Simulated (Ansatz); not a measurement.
**TlBiS2: band gap against strain**

TlBiS2 (R-3m, 26.133 Å³/atom and stress up to 0.01 GPa in the relaxed cell, c along z) under an equal strain ε along all three axes. PBEsol in Ansatz, a plane-wave DFT program (PAW, default set), 420 eV, 9×9×9 Γ-centred mesh, Fermi-Dirac smearing 0.05 eV; ions are relaxed, or left where forces stay under 0.02 eV/Å, within the symmetry of each cell. Gaps are the smallest over the k-mesh and a band path, without spin-orbit coupling; in all rows the valence edge lies at Γ and the conduction edge at Γ.

Here s stands for strain and Eg for gap.

| strain (%) | gap (eV) |
|---|---|
| 0.00 | 0.154 |
| 0.60 | 0.220 |
| 1.20 | 0.281 |
| 1.80 | 0.340 |
| 3.00 | ? |

Taking a straight line for Eg over the 4 complete rows: Means: s 0.90000, Eg 0.2488. About the means, the sum of products is 0.18570 and the sum of squares of s is 1.8000; the slope is their ratio. Least squares gives Eg = 0.1559 + 0.10317·s. Residuals (row less fit): -0.0019, 0.0022, 0.0013, -0.0016; standard error 0.0025 (degrees of freedom: 2). Over these rows the gap moves by 10.3 ± 0.2 eV per unit strain, or 3.4 eV per unit of ln V.

Question: Estimate the missing Eg (s = 3.00); what did the run itself give?

Answer: Eg = 0.1559 + 0.10317 × 3.0 = 0.4654 eV. The calculation gives 0.447 eV, 0.0184 eV below the prediction (6.3 % of the range of Eg in the table). The row lies outside the fitted rows, so this is an extrapolation. From the scatter of the fitted rows alone, a prediction at this place has a standard error of 0.0048 eV, so the miss is 3.8 times that.

A polynomial of degree 2 through the 5 other runs of the series gives 0.446 there, so most of the miss is curvature that the fit leaves out. With Pb, Bi, Tl or Hg spin-orbit coupling changes such a gap by tenths of an eV to over 1 eV. The start is a measured cell from the literature; how it stands against other phases or cation orders wasn't checked. Spin-orbit coupling is left out, which can shift this property for TlBiS2. Rows are the converged runs of the series near zero and its far end, less any whose ions stayed unrelaxed beside relaxed ones; series whose fitted rows scatter by over a few per cent of the range, as at a crossing or softening among them, aren't shown in this form. Most that stay on the fit to the last digits aren't either.
